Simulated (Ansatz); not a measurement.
**Short convergence ladders for Mn₃Si (I4mm, 4 atoms in the cell)**

```xyz
4
Lattice="0.0000 2.8304 2.8304 2.8304 0.0000 2.8304 2.8304 2.8304 0.0000" Properties=species:S:1:pos:R:3 pbc="T T T"
Mn     1.4152     1.4152     1.4152
Mn     4.2456     4.2456     4.2456
Mn     2.8304     2.8304     2.8804
Si     0.0000     0.0000     0.0000
```
Moments meant for the start (each program seeds them in its own way; μB, in the order of the atoms Mn Mn Mn Si): 4.0 4.0 4.0 0.0.

Base method: LDA (PW92), default PAW files made with PBE (plane waves; Ansatz, an electronic-structure program).

Base settings: basis.ecutwfc = 30.9 Ry; kpoints.mp_grid.grid = 6 6 6; hamiltonian.xc = lda; hamiltonian.pseudopotentials = {kind: paw} (the program's default PAW files); magnetization.spin_polarized = true; scf.occupations.method = gaussian; scf.occupations.width = 0.0073 Ry.

The count of work is k-points × plane waves × bands × iterations; it is no time. Core times come from one kind of shared machine, to one figure; runs under 30 s give none.

**The cutoff for other potential files**

Level: DFT, LDA (PW92), plane waves, harder PAW files (source: ansatz) made with PBE.

In this ladder: hamiltonian.pseudopotentials = {kind: paw, source: ansatz}.

The second cell is the first with its lattice scaled by 0.98.

The mesh stays at the base's, so the ladder's end is converged at best in this setting alone.

The first pressure column holds Ansatz's estimate of the finite-basis (Pulay) stress, which hides part of the cutoff error; the other is without it.

Only quantities that move along the ladder and can be compared are tabulated.

The magnetic state is not the same in all runs (site moments differ, or a search went on to a lower state), so steps between rows are not convergence errors alone.

| basis.ecutwfc | free energy less the last step's (meV/atom) | energy of the compressed cell less the first (meV/atom) | pressure (GPa) | pressure without the Pulay estimate (GPa) | largest difference of a force vector from the last step's (eV/Å) | count of work / last | core time / last (rough) |
|---|---|---|---|---|---|---|---|
| 23.9 Ry | 4335.12 | -75.47 | -25.40 | -292.84 | 0.677 | 0.10 | – |
| 29 Ry | 1115.51 | -85.04 | -24.41 | -106.53 | 0.203 | 0.16 | – |
| 37.1 Ry | 100.67 | -54.61 | -18.49 | -29.87 | 0.020 | 0.25 | – |
| 44.8 Ry | 7.37 | -53.45 | -18.38 | -19.46 | 0.002 | 0.30 | – |
| 52.9 Ry | 0.47 | -53.05 | -18.29 | -18.35 | 0.000 | 0.38 | 0.5 |
| 63.6 Ry | 0.13 | -53.04 | -18.29 | -18.29 | 0.000 | 0.48 | 0.5 |
| 79.4 Ry | 0.04 | -53.04 | -18.29 | -18.29 | 0.000 | 0.66 | 0.8 |
| 105.8 Ry | 0.00 | -53.04 | -18.29 | -18.29 | 0.000 | 1.0 | 1 |

Coarsest basis.ecutwfc that holds the energy of the compressed cell less the first within 0.2 meV/atom of the last step, with all finer ones: 52.9 Ry, at 0.38 of the last step's count of work; the step before is off by 0.40 meV/atom.

Coarsest basis.ecutwfc that holds the free energy within 2 meV/atom of the last step, with all finer ones: 52.9 Ry, at 0.38 of the last step's count of work; the step before is off by 7.4 meV/atom.

Coarsest basis.ecutwfc that holds the forces within 0.005 eV/Å of the last step, with all finer ones: 44.8 Ry, at 0.30 of the last step's count of work; the step before is off by 0.020 eV/Å.

The energy difference between the two cells stays within 1 meV/atom of the last step's from 44.8 Ry on, the total only from 52.9 Ry on: much of the error is common to both cells and cancels.

At the lowest cutoff the pressure without the Pulay estimate lies 275 GPa under the last step's, the usual sign of Pulay stress in an incomplete plane-wave basis.

**The relaxed cell against the cutoff**

On Mn3Si (Fm-3m, 4 atoms in the cell): atoms on their sites.

In this ladder: relax = cell and atoms.

The mesh stays at the base's, so the ladder's end is converged at best in this setting alone.

Only quantities that move along the ladder and can be compared are tabulated.

```tsv
basis.ecutwfc	relaxed volume (Å³/atom)	relaxation steps	core time / last (rough)
21.7 Ry	10.425	14	0.5
26.1 Ry	10.389	7	0.3
30.9 Ry	10.383	6	0.5
37.1 Ry	10.381	6	0.5
46.3 Ry	10.381	6	0.7
61.7 Ry	10.381	6	1
```

Coarsest basis.ecutwfc that holds the relaxed volume within 0.021 Å³/atom of the last step, with all finer ones: 26.1 Ry, at about 0.3 of the last step's time; the step before is off by 0.044 Å³/atom.

At the lowest cutoff the cell relaxes to a volume 0.4 % larger than at the highest. Ansatz relaxes on a stress corrected for the finite basis.

On the base run: the starting cell comes from a database of computed structures (which also holds hypothetical and non-ambient phases and stackings), without a prior relaxation at this level. Its lattice was rescaled by up to half a per cent. One atom was moved a little off its site on purpose. The magnetic order is the one reached from the typed start; others were not searched systematically. The program warned that a starting moment was not kept.

Left out of this page: 1 run of the series failed or unconverged; 1 run of the series stopped by limits of time or memory.

Keys are those of Ansatz 0.2.
